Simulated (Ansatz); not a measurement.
The structure below was relaxed with DFT with PBEsol, PAW potentials and a 420 eV plane-wave cutoff in Ansatz (a program for electronic structure), spin-orbit coupling left out, earlier PAW set.

Space group Fd-3m, origin choice 1 (No. 227); a = b = c = 6.5412 Å, α = β = γ = 90.00°

| atom | site | symmetry | x | y | z |
|---|---|---|---|---|---|
| Sn | 8a | -43m | 0.0000 | 0.0000 | 0.0000 |

Write out a cell with all atoms.


```xyz
8
Lattice="6.5412 0.0000 0.0000 0.0000 6.5412 0.0000 0.0000 0.0000 6.5412" Properties=species:S:1:pos:R:3 pbc="T T T"
Sn     3.2706     0.0000     3.2706
Sn     1.6353     1.6353     1.6353
Sn     3.2706     3.2706     0.0000
Sn     1.6353     4.9059     4.9059
Sn     0.0000     0.0000     0.0000
Sn     4.9059     1.6353     4.9059
Sn     0.0000     3.2706     3.2706
Sn     4.9059     4.9059     1.6353
```
This is the conventional cell.

Whether these cells are dynamically stable was not tested. The cell was made from Ge by this change: Ge → Sn.
